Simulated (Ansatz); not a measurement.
Take Mg (space group P6/mmm, No. 191; a = 5.0664 Å, c = 3.0787 Å; a model cell, its experimental status unchecked) as the base.

Method: PBEsol/PAW in Ansatz (an electronic-structure program), spin-orbit coupling left out.

One change was made to it. Results:

```tsv
quantity	base	after
shortest interatomic distance	2.925 Å	2.907 Å
density	1.77 g/cm³	1.80 g/cm³
```

Task: Name the change that was made.
A) pressure 0.7 GPa
B) pressure 7.5 GPa
C) pressure 10 GPa
D) pressure 1.5 GPa

Result: A, pressure 0.7 GPa. For comparison, the shortest interatomic distance in the other runs: pressure 10 GPa gives 2.746 Å; pressure 1.5 GPa gives 2.888 Å; pressure 7.5 GPa gives 2.780 Å.

Load acts through the strain it causes; cell and atoms are relaxed under it. No phonon test of stability was made. Competing high-pressure phases were not computed. This is not the structure that Mg has at room temperature and ambient pressure.
